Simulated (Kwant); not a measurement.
Device: quantum point contact (saddle potential) in a CdTe two-dimensional gas. Effective mass 0.096 mₑ, grid spacing 12 nm, hard walls, nominal width 300 nm (25 grid rows, so walls 312 nm apart), one parabolic valley, scattering region 900 nm long along x; energies count from the band bottom; Fermi energy 0.00244 eV. Potential (V0 + ½k y²) cos²(πx/L) for |x| < L/2, with V0 swept from 0.002562 to 0 eV, k = 2.7e-07 eV/nm², L = 350 nm. Perpendicular field 0.014 T, also in the leads; orbital effect alone.

Constants are typed, rounded textbook-type inputs, not results; the design itself was drawn at random and stands for no fabricated device.

Kwant, effective-mass tight-binding model on a square grid, one spin, coherent transport at 0 K. Conductance is in e²/h.

Density of the scattering states that come in from the left lead, at gate = 0.0012624 eV, in bins, relative to the largest site value (x marks bins outside the device):

```
|=:--.=*+##%*++=-:.                          |
|:::-.--.-:-:---=+=:                         |
|-:...:--==+==-::-=-.                        |
|=-:::=*#%@@#*+=::=-:.                       |
|-:--:-+-=+==--=-:---:.                      |
|-::-.-=--=---::--::--:..                    |
|+=.-:=*#%%@%++::-::--:...                   |
|-=:-:-++=**=-=-:-:::::....                  |
|.-:-::=-.=-:::--:-::......                  |
|==.::=#*#@%#*---:-::......                  |
|:=:-:-+=-++=:-:--:::::.....                 |
|==:::-***##*==---:::::.....                 |
|+=.::=#*#@%#*---:-::......                  |
|:-:-::=-.=-:::--:-::......                  |
|-=:-:-++=**=-=-:-:::::....                  |
|+=.-:=*#%%@%++::-::--:....                  |
|-::-.-=--=---::--::--:..                    |
|-:--:-=-=+==--==:---:.                      |
|=--::=*#%@@##+=::=-:.                       |
|-:.:.:--+=+==-::-=-.                        |
|::-=.--:-:-----=+=:                         |
|=---.=*+%%%*++=-:.                          |
```
Scale: ten equal steps from 0.000 (start of ' ') to 0.969 (end of '@'), in the order ' .:-=+*#%@'; x runs from -434 to 434, y from -137 (bottom) to 137 (top).

The conductance there is 2.63 e²/h with 8 open channel(s) in the leads.
